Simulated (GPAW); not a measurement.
A self-consistent single point of CsK₃ (Fm-3m, 4 atoms in the cell) with GPAW

Method: PBEsol, GPAW PAW datasets PBEsol (made by gpaw-setup) (plane waves; GPAW).

Input:

```python
from ase import Atoms
from ase.units import GPa
from gpaw import GPAW, PW

atoms = Atoms(['K', 'K', 'K', 'Cs'],
              cell=[[0.000000, 5.546860, 5.546860],
                    [5.546860, 0.000000, 5.546860],
                    [5.546860, 5.546860, 0.000000]],
              scaled_positions=[[0.250000, 0.250000, 0.250000],
                                [0.750000, 0.750000, 0.750000],
                                [0.500000, 0.500000, 0.500000],
                                [0.000000, 0.000000, 0.000000]],
              pbc=True)

calc = GPAW(mode=PW(600),
            xc='PBEsol',
            kpts={'size': (4, 4, 4), 'gamma': True},
            occupations={'name': 'methfessel-paxton', 'width': 0.1, 'order': 0},
            nbands=-12,
            symmetry={'symmorphic': False, 'tolerance': 0.0005},
            maxiter=100)

atoms.calc = calc

energy = atoms.get_potential_energy()
print('Energy (eV):', round(energy, 6))
forces = atoms.get_forces()
print('Forces (eV/Ang):')
print(forces.round(5))
stress = atoms.get_stress()
print('Stress (GPa, Voigt):', (stress / GPa).round(4))
```

The program printed (abridged):

```
Input parameters:
  kpts: {gamma: True,
         size: (4, 4, 4)}
  maxiter: 100
  mode: {ecut: 600.0,
         name: pw}
  nbands: -12
  occupations: {name: methfessel-paxton,
                order: 0,
                width: 0.1}
  symmetry: {symmorphic: False,
             tolerance: 0.0005}
  xc: PBEsol

species:
  K:
    name: Potassium
    Z: 19.0
    valence: 9
    core: 10
    charge: 0.0
    file: K.PBEsol.gz

    # Using partial waves for K as LCAO basis

  Cs:
    name: Caesium
    Z: 55.0
    valence: 9
    core: 46
    charge: 0.0
    file: Cs.PBEsol.gz

    # Using partial waves for Cs as LCAO basis

Reference energy: -260796.346129  # eV

Spin-paired calculation

Convergence criteria:
 Maximum [total energy] change in last 3 cyles: 0.0005 eV / valence electron
 Maximum integral of absolute [dens]ity change: 0.0001 electrons / valence electron
 Maximum integral of absolute [eigenst]ate change: 4e-08 eV^2 / valence electron
 Maximum number of scf [iter]ations: 100

Symmetries present (total): 48
Symmetries with fractional translations: 0
64 k-points: 4 x 4 x 4 Monkhorst-Pack grid + [1/8,1/8,1/8]
8 k-points in the irreducible part of the Brillouin zone
       k-points in crystal coordinates                weights
   0:     0.00000000    0.00000000    0.00000000          1/64
   1:     0.25000000    0.25000000    0.00000000          6/64
   2:     0.25000000    0.25000000    0.25000000          8/64
   [... 5 lines left out ...]

Wave functions: Plane wave expansion
  Cutoff energy: 600.000 eV
  Number of coefficients (min, max): 11311, 11417
  Pulay-stress correction: 0.000000 eV/Ang^3 (de/decut=0.000000)

Occupation numbers: Methfessel-Paxton:
  width: 0.1000  # eV
  order: 0

Eigensolver

Densities:
  Coarse grid: 45*45*45 grid
  Fine grid: 90*90*90 grid
  Total Charge: 0.000000

Density mixing:
  Method: separate
  Backend: pulay
  Linear mixing parameter: 0.05
  old densities: 5
  Damping of long wavelength oscillations: 50

Hamiltonian:
  XC and Coulomb potentials evaluated on a 90*90*90 grid
  External potential:
    NoExternalPotential

XC parameters: PBEsol with 2 nearest neighbor stencil

Number of atoms: 4
Number of atomic orbitals: 20
Number of bands in calculation: 30
Number of valence electrons: 36
Bands to converge: occupied

Density initialized from atomic densities
  20 bands from LCAO basis set
  10 bands from random numbers

Atomic positions and initial magnetic moments

Positions:
   0 K      2.773430    2.773430    2.773430    ( 0.0000,  0.0000,  0.0000)
   1 K      8.320290    8.320290    8.320290    ( 0.0000,  0.0000,  0.0000)
   2 K      5.546860    5.546860    5.546860    ( 0.0000,  0.0000,  0.0000)
   3 Cs     0.000000    0.000000    0.000000    ( 0.0000,  0.0000,  0.0000)

Unit cell:
           periodic     x           y           z      points  spacing
  1. axis:    yes    0.000000    5.546860    5.546860    45     0.1423
  2. axis:    yes    5.546860    0.000000    5.546860    45     0.1423
  3. axis:    yes    5.546860    5.546860    0.000000    45     0.1423

  Lengths:   7.844445   7.844445   7.844445
  Angles:   60.000000  60.000000  60.000000

Effective grid spacing dv^(1/3) = 0.1553

     iter     time        total  log10-change:
                         energy   eigst   dens
iter:   1 --:--:--    -5.903357
iter:   2 --:--:--    -5.761867   -1.79  -1.22
iter:   3 --:--:--    -4.799005   -1.23  -1.26
iter:   4 --:--:--    -4.795937   -2.70  -1.69
iter:   5 --:--:--    -4.816143   -3.32  -1.70
iter:   6 --:--:--    -4.796812   -2.84  -1.82
iter:   7 --:--:--    -4.796483   -4.12  -2.77
iter:   8 --:--:--    -4.796879c  -5.08  -2.83
iter:   9 --:--:--    -4.796363c  -4.21  -2.76
iter:  10 --:--:--    -4.796296c  -6.09  -3.24
iter:  11 --:--:--    -4.796278c  -6.05  -3.60
iter:  12 --:--:--    -4.796276c  -7.11  -3.95
iter:  13 --:--:--    -4.796276c  -8.37c -4.51c

Converged after 13 iterations.

Dipole moment: (-0.000000, -0.000000, -0.000000) |e|*Ang

Energy contributions relative to reference atoms: (reference = -260796.346129)

Kinetic:        -10.281701
Potential:      +11.994626
External:        +0.000000
XC:              -4.405416
Entropy (-ST):   -0.020339
Local:           -2.093616
SIC:             +0.000000
--------------------------
Free energy:     -4.806446
Extrapolated:    -4.796276

Showing only first 2 kpts
 Kpt  Band  Eigenvalues  Occupancy
  0    16     -0.76789    2.00000
  0    17      2.22229    0.00000
  0    18      2.22230    0.00000
  0    19      2.22230    0.00000

  1    16     -0.40175    2.00000
  1    17      1.67258    0.00000
  1    18      1.75571    0.00000
  1    19      2.03249    0.00000

Fermi level: 1.19562

No gap
No difference between direct/indirect transitions
Energy (eV): -4.796276

Forces in eV/Ang:
  0 K     0.00000    0.00000    0.00000
  1 K     0.00000    0.00000    0.00000
  2 K     0.00000    0.00000    0.00000
  3 Cs   -0.00000   -0.00000    0.00000

Stress tensor:
     0.001212     0.000000     0.000000
     0.000000     0.001212     0.000000
     0.000000     0.000000     0.001212
Stress (GPa, Voigt): [0.1941 0.1941 0.1941 0.     0.     0.    ]
```

The run converged in 13 iterations. GPAW prints stress with tension positive.

The starting cell comes from a database of computed structures (which also holds hypothetical and non-ambient phases and stackings), without a prior relaxation at this level.

Cost on one core of a shared machine: roughly 30 s.
